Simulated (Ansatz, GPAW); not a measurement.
An Ansatz (a first-principles code) input for a relaxation of cell and atoms of CsH (Pm-3m, 2 atoms in the cell) (DFT, LDA (PW92), plane waves, default PAW files made with PBE):

Ansatz 0.2 input:
```yaml
crystal:
  lattice:
    - [3.814592, 0.000000, 0.000000]
    - [0.000000, 3.814592, 0.000000]
    - [0.000000, 0.000000, 3.814592]
  atoms:
    - { symbol: Cs, position_ang: [0.000000, 0.000000, 0.000000] }
    - { symbol: H, position_ang: [1.907296, 1.907296, 1.907296] }
basis:
  ecutwfc: 420.0
kpoints:
  mp_grid: { grid: [7, 7, 7] }
hamiltonian:
  xc: lda
  pseudopotentials: { kind: paw }
scf:
  occupations: { method: fixed }
relax:
  cell: {}
output:
  forces: true
  eigenvalues: true
  stress: true
```

Problem. Write the same calculation as an input for GPAW.

Solution. This is the input that was run; spellings and numerical settings could be chosen otherwise.

```python
from ase import Atoms
from ase.filters import FrechetCellFilter
from ase.optimize import BFGS
from ase.units import GPa
from gpaw import GPAW, PW, FermiDirac

atoms = Atoms(['Cs', 'H'],
              cell=[[3.814592, 0.000000, 0.000000],
                    [0.000000, 3.814592, 0.000000],
                    [0.000000, 0.000000, 3.814592]],
              scaled_positions=[[0.000000, 0.000000, 0.000000],
                                [0.500000, 0.500000, 0.500000]],
              pbc=True)

calc = GPAW(mode=PW(850),
            xc='LDA',
            kpts=(7, 7, 7),
            occupations=FermiDirac(0.0),
            nbands=-8,
            convergence={'forces': 0.001, 'density': 1e-05, 'bands': -6},
            symmetry={'symmorphic': False, 'tolerance': 0.0005},
            maxiter=150,
            txt='-')

atoms.calc = calc

target = FrechetCellFilter(atoms)

opt = BFGS(target, logfile='-')
converged = opt.run(fmax=0.05, steps=40)
print('Relaxation converged:', converged)
print('Cell:', atoms.cell.cellpar().round(4))
print(atoms.get_scaled_positions().round(5))

energy = atoms.get_potential_energy()
print('Energy (eV):', round(energy, 6))
forces = atoms.get_forces()
print('Forces (eV/Ang):')
print(forces.round(5))
stress = atoms.get_stress()
print('Stress (GPa, Voigt):', (stress / GPa).round(4))
```

Basis settings and potentials, where a program has them, do not carry over. This input uses DFT LDA (Perdew-Wang 92), plane waves, GPAW PAW datasets LDA (gpaw-data 1.0.1). LDA parametrisations can differ slightly between programs.

The starting cell comes from a database of computed structures (which also holds hypothetical and non-ambient phases and stackings), without a prior relaxation at this level. Its lattice was rescaled by a random factor within 2.5 % of one.
